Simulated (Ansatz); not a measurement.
# A computed series for Ga2O3: response to strain

The reference is Ga2O3 in the corundum structure (space group R-3c, No. 167).

```yaml
crystal:
  lattice:
    - [2.50017, 1.44347, 4.48293]
    - [-2.50017, 1.44347, 4.48293]
    - [0.00000, -2.88695, 4.48293]
  atoms:
    - { symbol: Ga, position: [0.64430, 0.64430, 0.64430] }
    - { symbol: Ga, position: [0.14430, 0.14430, 0.14430] }
    - { symbol: Ga, position: [0.35570, 0.35570, 0.35570] }
    - { symbol: Ga, position: [0.85570, 0.85570, 0.85570] }
    - { symbol: O, position: [0.75000, 0.44721, 0.05279] }
    - { symbol: O, position: [0.05279, 0.75000, 0.44721] }
    - { symbol: O, position: [0.25000, 0.55279, 0.94721] }
    - { symbol: O, position: [0.55279, 0.94721, 0.25000] }
    - { symbol: O, position: [0.94721, 0.25000, 0.55279] }
    - { symbol: O, position: [0.44721, 0.05279, 0.75000] }
```

Cartesian axes are those of the cell as printed.

Strains are applied to the cell and any free atomic positions relax.

Calculations: Ansatz (a quantum-chemistry and plane-wave program), PBEsol, PAW, cutoff 420 eV, without spin-orbit coupling.

Notes on the quantities. pressure: mean of the normal stresses, compression positive.

| change | pressure | volume per atom | gap character |
|---|---|---|---|
| base | 0.00 GPa | 9.71 Å³ | – |
| tensor shear ε_xz = +2.00 % | 0.32 GPa | 9.70 Å³ | indirect, k = (0.125, 0, -1/4) in the run's primitive reciprocal basis → Γ |
| tensor shear ε_xz = +0.40 % | 0.02 GPa | 9.71 Å³ | indirect, k = (0.125, 0, -0.125) in the run's primitive reciprocal basis → Γ |
| tensor shear ε_xz = +0.80 % | 0.05 GPa | 9.71 Å³ | indirect, k = (0.125, 0, -1/4) in the run's primitive reciprocal basis → Γ |
| tensor shear ε_xz = +1.20 % | [?] | 9.71 Å³ | indirect, k = (0.125, 0, -1/4) in the run's primitive reciprocal basis → Γ |
| tensor shear ε_xz = +1.60 % | 0.21 GPa | 9.70 Å³ | indirect, k = (0.125, 0, -1/4) in the run's primitive reciprocal basis → Γ |

What belongs in the blanks?


- tensor shear ε_xz = +1.20 %, pressure: 0.12 GPa

Stability against distortions was not tested. k-point labels follow each cell's own Brillouin zone.
